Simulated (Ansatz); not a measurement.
We consider CsCl-type NaH (model structure), described by LDA in Ansatz (PAW).

Numerical settings: plane-wave cutoff 500 eV, 10×10×10 k mesh, gaussian smearing 0.02 eV, scalar-relativistic PAW data made under PBE.

Cell (relaxed at this level):

Space group Pm-3m (No. 221); a = 2.8730 Å, b = 2.8730 Å, c = 2.8730 Å, α = 90.00°, β = 90.00°, γ = 90.00°

| atom | site | symmetry | x | y | z |
|---|---|---|---|---|---|
| Na | 1a | m-3m | 0.0000 | 0.0000 | 0.0000 |
| H | 1b | m-3m | 0.5000 | 0.5000 | 0.5000 |

Q: Estimate the band gap that the calculation returns.

A: 
- band gap = 0.56 eV (on the SCF k mesh)

Note: the relaxation could raise the start's symmetry but not lower it, so the cell can be a saddle point.

Static lattice: no zero-point or thermal effects.

It cost roughly 5 core-seconds of CPU time.

A model structure was made by putting elements into a prototype or built by hand; it is no filed structure, need not be a known phase, and can be a saddle point held by its symmetry.

Ansatz is a program for electronic structure.
